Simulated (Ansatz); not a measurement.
TiC (Fm-3m), LDA, DFPT electron-phonon coupling, linearised Boltzmann equation (Ansatz, a first-principles code). Condition of this run: functional LDA. Phonon-limited resistivity 12.1 μΩ·cm at 300 K, 19.7 μΩ·cm at 400 K, Drude plasma energy 3.59 eV.

### Question
What temperature coefficient of resistance follows, and how does it compare with 1/T?

### Answer
(ρ₄₀₀ − ρ₃₀₀)/(100 K × ρ₃₀₀) = 6.28×10⁻³ K⁻¹, against 1/T = 3.33×10⁻³ K⁻¹ for a resistivity proportional to T. It lies higher because phonons are still being populated at 300 K; impurities would add a constant and lower it.

### Question
What is the classical skin depth at 10 GHz (nonmagnetic, μ₀ = 1.257×10⁻⁶ H/m)?

### Answer
δ = √(ρ/(π f μ₀)) = 1750 nm.

### Question
Estimate the electronic thermal conductivity at 300 K by the Wiedemann-Franz law (L₀ = 2.44×10⁻⁸ W·Ω/K²).

### Answer
L₀T/ρ = 2.44×10⁻⁸ × 300/(12.1×10⁻⁸) = 60.5 W/(m·K). Inelastic scattering puts the true Lorenz number somewhat under L₀ near and below the Debye temperature.

A metal at this level (no band gap). Only scattering by harmonic phonons is included (no impurities, grain boundaries, electron-electron scattering or thermal expansion). Spin-orbit coupling is left out. Halving the electron mesh (32x32x32) moves the resistivity by up to 4 % at 300 K. Smearing 0.20 eV; phonons on a 6x6x6 q mesh, which this run doesn't test.
